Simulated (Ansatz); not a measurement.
Start from CuI in the zinc blende structure (space group F-43m, No. 216; a = 6.079 Å).

The change: the cell is scaled by 1.0100 in all directions, atoms relaxed at fixed cell.

Level of theory: Ansatz (a first-principles code) PBE, no SOC.

Base, band edges from the VBM (valence, conduction): X -1.47, 2.73; W -1.23, 4.46; L -0.70, 2.13; Γ 0.00, 1.10; K -1.22, 3.10; U -1.22, 3.10 eV.

**Question.** Give the band edges at the high-symmetry points of the new zone, measured from its valence-band maximum.

**Answer.** 
| point | valence edge (eV) | conduction edge (eV) |
|---|---|---|
| Γ | 0.00 | 1.03 |
| X | -1.37 | 2.79 |
| U | -1.14 | 3.12 |
| K | -1.14 | 3.12 |
| L | -0.65 | 2.11 |
| W | -1.15 | 4.34 |

The gap is 1.03 eV, direct at Γ.

With I present, leaving out spin-orbit coupling can change the band edges. The cells carry an imposed strain or load. Stability against distortions was not tested. The final runs are not spin-polarised.
